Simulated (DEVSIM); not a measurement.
System: illuminated Si n-on-p cell, one wavelength, at 300 K.

Layer 1 from the left is Si, thickness (μm) 0.340, Nd (cm⁻³) 6e17, τn (s) 3.2e-9, τp (s) 1e-8, absorption coefficient (cm⁻¹) 45000. Layer 2 from the left is Si, thickness (μm) 190, Na (cm⁻³) 6e16, τn (s) 2.5e-7, τp (s) 2.5e-7, absorption coefficient (cm⁻¹) 45000.

Left contact: ohmic, minority hole recombination velocity 5e5 cm/s. Right contact: ohmic, minority electron recombination velocity 8e6 cm/s. Voltage is applied to the left contact. Recombination: SRH at mid-gap, radiative, Auger. Light enters at the left, 5.5e16 photons cm⁻² s⁻¹, one pass, no reflection. Mobility is μmin + (μ − μmin)/(1 + (N/Nref)^α).

This is a model device: material constants are rounded textbook-type values typed into the input, and sizes, dopings and lifetimes were drawn at random. Values at 300 K.

Si: gap (eV) 1.124, affinity (eV) 4.05, permittivity 11.7, Nc (cm⁻³) 2.86e19, Nv (cm⁻³) 3.1e19, μn (cm²/Vs) 1417, μp (cm²/Vs) 470, μn,min 52, μp,min 45, Nref,n 9.7e16, Nref,p 2.2e17, αn 0.68, αp 0.72, B (cm³/s) 4.7e-15, Cn (cm⁶/s) 2.8e-31, Cp (cm⁶/s) 9.9e-32.

Model (solved in DEVSIM): 1D drift-diffusion, Boltzmann statistics, complete ionisation; no tunnelling, impact ionisation, image-force lowering or self-heating.

Q: What does the simulation give for the short-circuit current, the potential step across the device at zero bias, the dark forward voltage at 100 A/cm²?

A: short-circuit current 5.53 mA/cm²; potential step across the device at zero bias 0.863 V; dark forward voltage at 100 A/cm² 1.230 V.
